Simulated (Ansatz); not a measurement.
The starting structures come from a database of crystals and need not be the phases stable at ambient conditions.

The decay constant κ of evanescent states in the gap governs leakage through a thin film.

Data:

```
AuBr
1.0
    7.03215     0.00000     0.00000
    0.00000     9.06837     0.00000
    3.51607     4.53419     3.51607
Au Br
4 4
Direct
  0.25000   0.37500   0.50000
  0.75000   0.87500   0.00000
  0.75000   0.87500   0.50000
  0.25000   0.87500   0.00000
  0.50000   0.06048   0.00000
  0.00000   0.31048   0.00000
  0.00000   0.68952   0.00000
  0.50000   0.43952   0.00000
```

Space group of this cell: I4_1/amd. The cell was relaxed by PBE-D3(BJ).

Transport runs along the normal of the first two printed cell vectors, the (100) plane of the conventional cell.

No gap correction and no spin-orbit coupling; mid-gap values are interpolated between computed energies.

Q: Give the band gap and the smallest decay constant κ at mid-gap that r2SCAN run with Ansatz (a quantum-chemistry and plane-wave program) yields.

A: Gap 2.13 eV on a 8×8×8 mesh; κ = 0.196 1/Å, at the zone centre.
